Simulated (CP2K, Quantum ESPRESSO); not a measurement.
A CP2K input for a self-consistent single point of BaGaSi (P-6m2, 3 atoms in the cell) (DFT PBEsol, GPW, DZVP-MOLOPT-SR-GTH basis, GTH-PBE potentials (GTH_POTENTIALS)):

```
&GLOBAL
  PROJECT run
  RUN_TYPE ENERGY_FORCE
  PRINT_LEVEL LOW
&END GLOBAL
&FORCE_EVAL
  METHOD Quickstep
  STRESS_TENSOR ANALYTICAL
  &DFT
    BASIS_SET_FILE_NAME BASIS_MOLOPT
    POTENTIAL_FILE_NAME GTH_POTENTIALS
    &QS
      METHOD GPW
      EPS_DEFAULT 1E-10
    &END QS
    &MGRID
      CUTOFF 600
      REL_CUTOFF 40
      NGRIDS 5
    &END MGRID
    &SCF
      SCF_GUESS ATOMIC
      EPS_SCF 1E-6
      MAX_SCF 100
      ADDED_MOS 6
      &DIAGONALIZATION
        ALGORITHM STANDARD
      &END DIAGONALIZATION
      &MIXING
        METHOD BROYDEN_MIXING
        ALPHA 0.2
        NBUFFER 8
      &END MIXING
      &SMEAR ON
        METHOD FERMI_DIRAC
        ELECTRONIC_TEMPERATURE [K] 1160.45
      &END SMEAR
    &END SCF
    &KPOINTS
      SCHEME MONKHORST-PACK 7 7 5
    &END KPOINTS
    &XC
      &XC_FUNCTIONAL
        &PBE
          PARAMETRIZATION PBESOL
        &END PBE
      &END XC_FUNCTIONAL
    &END XC
    &PRINT
      &MO
        EIGENVALUES T
        OCCUPATION_NUMBERS T
        NDIGITS 8
        FILENAME mo
        &EACH
          QS_SCF 0
        &END EACH
        ADD_LAST NUMERIC
      &END MO
      &MULLIKEN OFF
      &END MULLIKEN
    &END PRINT
  &END DFT
  &SUBSYS
    &CELL
      A 4.19789700 0.00000000 0.00000000
      B -2.09894800 3.63548400 0.00000000
      C 0.00000000 0.00000000 5.13334500
      PERIODIC XYZ
    &END CELL
    &COORD
      Ba       0.00000000     0.00000000     0.00000000
      Ga      -0.00000177     2.42365721     2.56667250
      Si       2.09895077     1.21182679     2.56667250
    &END COORD
    &KIND Ba
      BASIS_SET DZVP-MOLOPT-SR-GTH-q10
      POTENTIAL GTH-PBE-q10
    &END KIND
    &KIND Ga
      BASIS_SET DZVP-MOLOPT-SR-GTH-q13
      POTENTIAL GTH-PBE-q13
    &END KIND
    &KIND Si
      BASIS_SET DZVP-MOLOPT-SR-GTH-q4
      POTENTIAL GTH-PBE-q4
    &END KIND
  &END SUBSYS
  &PRINT
    &FORCES ON
    &END FORCES
    &STRESS_TENSOR ON
    &END STRESS_TENSOR
  &END PRINT
&END FORCE_EVAL
```

Question: Write the same calculation as an input for Quantum ESPRESSO.

Answer: One input that does it (others would too):

```fortran
&CONTROL
  calculation = 'scf'
  prefix = 'scf'
  outdir = './work'
  pseudo_dir = './'
  verbosity = 'high'
  tprnfor = .true.
  tstress = .true.
/
&SYSTEM
  ibrav = 4
  celldm(1) = 7.93287405
  celldm(3) = 1.2228375350
  nat = 3
  ntyp = 3
  ecutwfc = 80
  occupations = 'smearing'
  smearing = 'fermi-dirac'
  degauss = 0.0073499
/
&ELECTRONS
  conv_thr = 1.0d-10
  mixing_beta = 0.3
/
ATOMIC_SPECIES
Ba   137.3270  Ba.upf
Ga    69.7230  Ga.upf
Si    28.0850  Si.upf
ATOMIC_POSITIONS {angstrom}
Ba    0.00000000    0.00000000    0.00000000
Ga    0.00000000    2.42365648    2.56667250
Si    2.09894808    1.21182824    2.56667250
K_POINTS {automatic}
7 7 5  0 0 0
```

Basis, cutoffs, solver keys and any potentials are the target program's own. This input uses DFT, PBEsol, plane waves, PseudoDojo standard norm-conserving (PBESOL) pseudopotentials. Both were run: pressure 0.68 GPa in CP2K and -0.45 in Quantum ESPRESSO.

On Quantum ESPRESSO: the starting cell comes from a database of computed structures (which also holds hypothetical and non-ambient phases and stackings), without a prior relaxation at this level. Its lattice was rescaled by a random factor within 2.5 % of one. For this run, on top of that: lattice scaled by 0.98.

On CP2K: the starting cell comes from a database of computed structures (which also holds hypothetical and non-ambient phases and stackings), without a prior relaxation at this level. Its lattice was rescaled by a random factor within 2.5 % of one. For this run, on top of that: lattice scaled by 0.98. Values carry the incompleteness of an atom-centred basis. The potentials were made for another functional than the one used.
